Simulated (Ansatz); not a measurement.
**Evanescent states of KI (Fm-3m, rock salt, 2 atoms a cell, 44.5 Å³ an atom) along the normal of (110)**

Computed with r2SCAN (plane waves, PAW; Ansatz, a quantum-chemistry and plane-wave program).

The gap is the functional's own, uncorrected, and κ follows it; spin-orbit coupling is left out. Mid-gap means the computed energy nearest the middle.

Energies count from the valence-band top; κ is the least over a 6×4 mesh across the current.

```tsv
E (eV)	κ (1/Å)	where
0.11	0.118	Γ
0.33	0.193	Γ
0.55	0.236	Γ
0.77	0.265	Γ
0.99	0.286	Γ
1.21	___	Γ
1.43	___	Γ
1.65	___	Γ
1.87	___	Γ
2.09	___	Γ
2.31	___	Γ
2.53	___	Γ
2.75	___	Γ
2.97	___	Γ
3.19	___	Γ
3.41	___	Γ
3.63	0.256	Γ
3.85	0.231	Γ
4.07	0.200	Γ
4.29	0.156	Γ
4.51	0.083	Γ
```

Task: Fill in the missing entries.

Result: 
- 1.21, κ (1/Å): 0.301
- 1.43, κ (1/Å): 0.312
- 1.65, κ (1/Å): 0.319
- 1.87, κ (1/Å): 0.323
- 2.09, κ (1/Å): 0.324
- 2.31, κ (1/Å): 0.322
- 2.53, κ (1/Å): 0.318
- 2.75, κ (1/Å): 0.311
- 2.97, κ (1/Å): 0.302
- 3.19, κ (1/Å): 0.290
- 3.41, κ (1/Å): 0.275
